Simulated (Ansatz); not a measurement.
## A computed series for HgS: response to strain

Base system: HgS in the rock salt structure (space group Fm-3m, No. 225; a = 5.454 Å; a model cell, its experimental status unchecked; relaxed with 0.1 eV smearing).

Strains are applied to the cell and any free atomic positions relax.

Calculations: Kohn–Sham DFT with the PBEsol functional, run in Ansatz (a program for electronic structure) with PAW and 420 eV plane waves, scalar-relativistic without spin-orbit coupling, earlier PAW set.

| isotropic strain (%) | pressure (GPa) |
|---|---|
| -5.94 | 23.7 |
| -0.84 | 2.2 |
| -0.43 | ? |
| 0 | 0.0 |
| 1.37 | -3.0 |
| 1.63 | -3.5 |
| 5.59 | -8.8 |

Question: Fit P = P₀ − Bδ + Cδ² with δ = (1 + ε)³ − 1 to the rows shown and predict the withheld row.

Answer: Least squares on the printed values gives P₀ = 0.2 GPa, B = 95.8 GPa, C = 259 GPa (largest residual 0.6 GPa); this predicts 1.5 GPa, and the run gives 1.1 GPa, 0.4 lower.

Stability against distortions was not tested. All final runs are without spin polarisation. This is not the structure that HgS has at room temperature and ambient pressure.
